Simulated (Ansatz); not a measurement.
Base system: CdTe in the zinc blende structure (space group F-43m, No. 216; a = 6.489 Å).

Calculations: Ansatz (a quantum-chemistry and plane-wave program), PBEsol, PAW, cutoff 420 eV, no spin-orbit coupling.

Before the change:

| Item | Value |
|---|---|
| Band gap | 0.65 eV |

The change: every lattice vector is shortened by 0.50 %; the atoms relax in the strained cell.

Task: Predict the new band gap.

Result: The band gap rises by 0.04 eV to 0.69 eV.

Spin-orbit coupling, missing from the scalar runs, can matter with Te. No phonon test of stability was made.
